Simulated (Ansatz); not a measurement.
An Ansatz (a first-principles code) run: Sn with a change (tensor shear ε_xy = +0.86 %); Ansatz PBEsol, without spin-orbit coupling.

Input:

Ansatz 0.2 input:
```yaml
crystal:
  lattice:
    - [0.0281227884, 3.2700916699, 3.2700916699]
    - [3.2700916699, 0.0281227884, 3.2700916699]
    - [3.2982144583, 3.2982144583, 0]
  atoms:
    - { symbol: Sn, position: [0, 0, 0] }
    - { symbol: Sn, position: [0.25, 0.25, 0.25] }
basis: { ecutwfc: 420, ecutrho_ratio: 4, xc_grid: 2, fft_grid_basis: typed }
kpoints: { mp_grid: { grid: [15, 15, 15] } }
hamiltonian:
  xc: pbesol
  dispersion: none
  pseudopotentials: { kind: paw }
scf: { occupations: { method: fermi_dirac, width: 0.1 }, convergence: { dr2_threshold: 0.0000000002 } }
relax: { f_tol: 0.005, max_steps: 50 }
output: { forces: true, stress: true }
checkpoint: { write: state.ck, write_every: 1000 }
```

Output (explanatory and most iteration lines left out):

```
Relaxation: its limit of steps is 50 (relax.max_steps)
Pseudopotential: Sn, paw, valence charge 14
Crystal: 2 atoms, lattice volume = 69.932 Å³
Basis set: ecut = 420 eV, 1379 PW (Γ), exchange–correlation on 64×64×64 points (8 copies of the dense FFT grid, shifted against one another)
Bands: 18, of which v1, the nominal top of the filled ones, is band 14 counted from 1 (13 counted from 0)
Symmetry: 8 space group operations
Space group: Imma (ITA 74), of the structure as read, at distance tolerance 4.1e-5 Å
k-points: 512 of 3375
Functional: x = pbesol(κ = 0.804, μ = 0.12345679012345678), c = pbesol(β = 0.046)
SCF iter   1: F=—  HF=-11899.509941 eV  |F-HF|=—  |Δ(HF+E_count)|=         —  Δρ=2.50e-3  dr2=4.79e-3  ethr=1.77e-3  ⟨swp⟩=5.9  Hψ=48152  notcnv=0
SCF iter   2: F=—  HF=-11899.507166 eV  |F-HF|=—  |Δ(HF+E_count)|=   2.77e-3  Δρ=1.51e-3  dr2=2.35e-3  ethr=1.71e-5  ⟨swp⟩=1.3  Hψ=13978  notcnv=0
SCF 1 converged in 10 iterations: F = -11899.507082 eV  dr2 = 9.96e-12
relax step   1: F+E_penalty+E_count = -11899.50708246 eV  Δ(F+E_penalty+E_count) = +0.000e0 eV  max|allowed force component| = 1.420e-1 eV/Å  Δτ_max = 0.0000 Å  (10 SCF iters, accepted)
Crystal: 2 atoms, lattice volume = 69.932 Å³
SCF iter   1: F=—  HF=-11899.505624 eV  |F-HF|=—  |Δ(HF+E_count)|=         —  Δρ=1.13e-3  dr2=4.07e-4  ethr=1.40e-6  ⟨swp⟩=2.2  Hψ=37871  notcnv=0
SCF iter   2: F=—  HF=-11899.505559 eV  |F-HF|=—  |Δ(HF+E_count)|=   6.57e-5  Δρ=6.32e-4  dr2=1.68e-4  ethr=1.40e-6  ⟨swp⟩=1.0  Hψ=9216  notcnv=0
SCF 2 converged in 8 iterations: F = -11899.505530 eV  dr2 = 4.17e-11
relax step   2: F+E_penalty+E_count = -11899.50553024 eV  Δ(F+E_penalty+E_count) = +1.552e-3 eV  max|allowed force component| = 2.072e-1 eV/Å  Δτ_max = 0.0239 Å  (8 SCF iters, rejected (line search))
Crystal: 2 atoms, lattice volume = 69.932 Å³
SCF iter   1: F=—  HF=-11899.508498 eV  |F-HF|=—  |Δ(HF+E_count)|=         —  Δρ=6.71e-4  dr2=1.43e-4  ethr=5.12e-6  ⟨swp⟩=3.2  Hψ=30550  notcnv=0
SCF iter   2: F=—  HF=-11899.508473 eV  |F-HF|=—  |Δ(HF+E_count)|=   2.48e-5  Δρ=3.73e-4  dr2=5.90e-5  ethr=5.12e-7  ⟨swp⟩=1.0  Hψ=13342  notcnv=0
SCF 3 converged in 8 iterations: F = -11899.508463 eV  dr2 = 2.64e-11
relax step   3: F+E_penalty+E_count = -11899.50846299 eV  Δ(F+E_penalty+E_count) = -1.381e-3 eV  max|allowed force component| = 2.809e-4 eV/Å  Δτ_max = 0.0097 Å  (8 SCF iters, accepted)
SCF converged after 8 iterations
Free energy (F): -11899.508463 eV
Internal energy: -11899.503324 eV  (E = F + TS)
E sigma→0 (E₀):  -11899.505893 eV
Entropy (-TS):   -0.005139 eV (-2.570 meV/atom)
Fermi energy:    7.418256 eV
--- Forces (eV/Å), atoms counted from 1 ---
  atom   1  Sn     0.00000000     0.00000000     0.00028094
  atom   2  Sn     0.00000000    -0.00000000    -0.00028094
--- Stress (GPa, compression-positive) ---
        0.014021      -0.466936       0.000000
       -0.466936       0.014021       0.000000
        0.000000       0.000000       0.008847
  P = ⅓ Tr σ = 0.0123 GPa (0.123 kbar)
--- Relaxed structure (3 steps of the walk, 2 accepted, 0 SCFs on fresh bases) ---
  atoms:
    - { symbol: Sn, position: [0.001483414308384597, 0.0014834143083845973, -0.0014834143083845971] }
    - { symbol: Sn, position: [0.2485165856916154, 0.2485165856916154, 0.25148341430838467] }
```

The cells carry an imposed strain or load. No phonon test of stability was made. The cell was made from Sn in the diamond structure (space group Fd-3m, No. 227) by this change: tensor shear ε_xy = +0.86 %.
